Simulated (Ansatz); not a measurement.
# MgO, pressure series

The parent structure is MgO in the rock salt structure (space group Fm-3m, No. 225).

```
CELL_PARAMETERS angstrom
      0.00000     2.10707     2.10707
      2.10707     0.00000     2.10707
      2.10707     2.10707     0.00000
ATOMIC_POSITIONS crystal
  Mg 0.00000 0.00000 0.00000
  O  0.50000 0.50000 0.50000
```

Cell and atoms are relaxed at each pressure.

Computed with PBEsol in Ansatz (plane waves to 420 eV, PAW, no SOC).

| case | width of the top valence band | volume per atom | band gap | electron mass |
|---|---|---|---|---|
| base | 1.79 eV | 9.35 Å³ | 4.62 eV | 0.34 mₑ (at Γ) |
| pressure −2 GPa | 1.76 eV | 9.48 Å³ | 4.50 eV | 0.34 mₑ (at Γ) |
| pressure −1 GPa | 1.78 eV | 9.42 Å³ | 4.56 eV | 0.34 mₑ (at Γ) |
| pressure 0.3 GPa | 1.79 eV | 9.34 Å³ | 4.64 eV | 0.34 mₑ (at Γ) |
| pressure 0.7 GPa | 1.80 eV | 9.31 Å³ | 4.66 eV | 0.34 mₑ (at Γ) |
| pressure 1.5 GPa | 1.80 eV | 9.27 Å³ | 4.71 eV | 0.34 mₑ (at Γ) |
| pressure 3 GPa | 1.82 eV | 9.18 Å³ | 4.80 eV | 0.35 mₑ (at Γ) |
| pressure 5 GPa | 1.84 eV | 9.08 Å³ | 4.91 eV | 0.35 mₑ (at Γ) |
| pressure 7.5 GPa | 1.87 eV | 8.96 Å³ | 5.05 eV | 0.36 mₑ (at Γ) |
| pressure 10 GPa | 1.89 eV | 8.84 Å³ | 5.18 eV | 0.36 mₑ (at Γ) |

Load acts through the strain it causes; cell and atoms are relaxed under it. Masses are band curvatures over ±0.01 Å⁻¹ around the edge. Stability against distortions was not tested. No other phases were tried under pressure. The base started in Pnma and relaxed to Fm-3m at this level.

Ansatz is a first-principles code.
